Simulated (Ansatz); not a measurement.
Consider Cu₃SbS₄ (space group I-42m, No. 121; a = 5.340 Å, c = 10.635 Å). Axes: x, y, z lie along a, b, c of the conventional cell.

All numbers come from PBEsol (Ansatz, a quantum-chemistry and plane-wave program, PAW, scalar-relativistic without spin-orbit coupling).

Before the change:

| Quantity | Value |
|---|---|
| Shortest interatomic distance | 2.260 Å |
| Pressure | 0.0 GPa |
| Band gap | zero |

Now apply this change: uniaxial strain ε_xx = −0.75 %, all other strain components held at zero; the atoms relax in the strained cell.

Task: How does this affect the shortest interatomic distance, energy relative to the base, pressure and band gap?

Result: The shortest interatomic distance decreases by 0.006 Å (2.260 Å → 2.254 Å); the energy goes up by 0.3 meV/atom; the pressure (mean of the normal stresses, compression positive) goes from zero to 0.6 GPa; the band gap stays zero.

Without a gap, meshes like the base's 12×12×12 leave anisotropic stresses uncertain by several tenths of a GPa, and small strain energies with them. Spin-orbit coupling, missing from the scalar runs, can matter with Sb. Whether these cells are dynamically stable was not tested. All final runs are without spin polarisation. A zero or small gap of Cu3SbS4 can be the functional's error rather than a property of the material.
